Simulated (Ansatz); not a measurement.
## BP: pressure series

Base system: BP in the zinc blende structure (space group F-43m, No. 216; a = 4.5485 Å).

Cell and atoms are relaxed at each pressure.

Levels (all Ansatz, an electronic-structure program, PAW): PBE (420 eV, no SOC); r2SCAN (500 eV, no spin-orbit coupling).

The base cell above is that of PBE; each level relaxes its own structures.

| case | band gap, PBE | band gap, r2SCAN |
|---|---|---|
| pressure −2 GPa | 1.27 eV | 1.43 eV |
| pressure −1 GPa | 1.26 eV | 1.42 eV |
| pressure 1.8 GPa | 1.23 eV | 1.40 eV |
| pressure 4.2 GPa | 1.21 eV | 1.38 eV |
| pressure 9 GPa | 1.17 eV | 1.34 eV |
| pressure 18 GPa | 1.11 eV | 1.28 eV |
| pressure 30 GPa | 1.03 eV | 1.19 eV |
| pressure 45 GPa | 0.93 eV | 1.10 eV |
| pressure 60 GPa | 0.83 eV | 1.00 eV |

PBE lies below r2SCAN in every row, by 0.16 eV to 0.17 eV. They put the cases in the same order.

Load acts through the strain it causes; cell and atoms are relaxed under it. No phonon test of stability was made. Competing high-pressure phases were not computed.
